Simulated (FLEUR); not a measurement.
Input and output of a self-consistent single point for Fe₃Ge (Fm-3m, 4 atoms in the cell) (FLEUR).

Level of theory: LDA (Perdew-Zunger), all-electron FLAPW (FLEUR), scalar-relativistic valence.

```xyz
4
Lattice="0.0000 2.8537 2.8537 2.8537 0.0000 2.8537 2.8537 2.8537 0.0000" Properties=species:S:1:pos:R:3 pbc="T T T"
Fe     2.8537     2.8537     2.8537
Fe     1.4269     1.4269     1.4269
Fe     4.2806     4.2806     4.2806
Ge     0.0000     0.0000     0.0000
```
Moments meant for the start (each program seeds them in its own way; μB, in the order of the atoms Fe Fe Fe Ge): 4.0 4.0 4.0 0.0.

Reference input (self-consistent single point, DFT, PBEsol, all-electron FLAPW (FLEUR), scalar-relativistic valence): Kmax = 3.6 1/bohr; GmaxXC = 10.8 1/bohr; xcFunctional = PBEs; jspins = 2; l_soc = F; mode = gauss; fermiSmearingEnergy = 0.00499791 Htr; mesh (inpgen div1-3) = 7 7 7; inpgen gamma flag = false; Gmax = 10.8 1/bohr; numbands = 0; maxIterBroyd = 99. This run's input differs from it in these lines:

```diff
@@ -16,3 +16,3 @@
 &comp jspins=2 /
-&exco xctyp='PBEs' /
+&exco xctyp='pz' /
 &kpt div1=7 div2=7 div3=7 /
@@ -29,3 +29,3 @@
       <coreElectrons ctail="T" frcor="F" kcrel="0" coretail_lmax="0"/>
-      <xcFunctional name="PBEs" relativisticCorrections="F"/>
+      <xcFunctional name="pz" relativisticCorrections="F"/>
       <magnetism jspins="2"/>
```

Output, abridged:

```
 Iteration:     1   Distance:      39.02456078 me/bohr^3
 Iteration:     2   Distance:      37.74103601 me/bohr^3
 Iteration:     3   Distance:      11.33633401 me/bohr^3
 Iteration:     4   Distance:       9.86694786 me/bohr^3
 Iteration:     5   Distance:       6.05989812 me/bohr^3
   [... 19 lines left out ...]
 Iteration:    25   Distance:       0.00040795 me/bohr^3
 Iteration:    26   Distance:       0.00007371 me/bohr^3
 Iteration:    27   Distance:       0.00002480 me/bohr^3
 Iteration:    28   Distance:       0.00000569 me/bohr^3
 Run finished successfully
 Stop message:
   Structural relaxation: Done

[file out, last iteration]
             iter=     29
[...]
          total density-effective poten   -9.4000078516E+03
          total charge density-energy d   -2.3793051020E+02
 Updated energy parameters for spin:           1
 Updated energy parameters for spin:           2
[...]
 fermi energy and band-weighting factors:

[...]
FERMIE:
          first approx. to ef    (T=0)  :   0.395712 htr   (energy of the highest occ. eigenvalue)
          number of occ. states  (T=0)  :       1233
          first approx. to seigv (T=0)  : -41.167802 htr
          sum of weights of occ. states :  62.014577
          sum of semicore charge        :   0.000000 e
          fermi energy=   0.39698 har   work function= -10.80240 ev
   [... lines left out ...]
          total moment                 =     5.04278
 Direct bandgap for spin            1 :    8.8433851445998135E-003  Htr
 Direct bandgap for spin            2 :    7.6181527723728215E-003  Htr
   [... lines left out ...]
     3  0.000000 |  0.000000  0.000000  0.000000  0.000000  0.000000  |  0.000000  0.000000  0.000000  0.000000  0.000000 omm
     t o t a l  e n e r g y
          sum of eigenvalues =             -3398.3911152996
          density-effective potential i    -9400.0078515969
          charge density-ex.-corr.energ     -237.9305101955
```

The run converged in 28 iterations. FLEUR gives forces in its relaxation mode, with a further iteration, so its stop message speaks of a relaxation. Against the reference run the size of the net moment goes from 1.33 to 1.26 μB/atom.

The starting cell comes from a database of computed structures (which also holds hypothetical and non-ambient phases and stackings), without a prior relaxation at this level. Its lattice was rescaled by a random factor within 2.5 % of one. The magnetic order is the one reached from the typed start; others were not searched systematically. Values depend on the basis (sphere radii, cutoffs, local orbitals), which need not be converged. The log's line on a gap gives a spacing of levels on this mesh, which the program prints for metals too.

Cost on one core of a shared machine: roughly 2 min.
